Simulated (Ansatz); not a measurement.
Consider Sc in the hcp (Mg type) structure (space group P6_3/mmc, No. 194; a = 3.318 Å, c = 5.186 Å; relaxed with 0.1 eV smearing). Axes: x lies along a and z along c of the hexagonal cell.

Calculations: Ansatz (a first-principles code), PBE, PAW, cutoff 420 eV, spin-orbit coupling left out.

Base values:

Pressure: 0.0 GPa

It is then changed as follows: uniaxial strain ε_zz = +1.50 %, all other strain components held at zero, atoms relaxed at fixed cell.

**Question.** Estimate the effect on the pressure.

**Answer.** The pressure (mean of the normal stresses, compression positive) goes from zero to -0.7 GPa.

**Question.** Predict the new energy relative to the base.

**Answer.** The energy grows by 1.7 meV/atom.

Stability against distortions was not tested. All final runs are without spin polarisation.
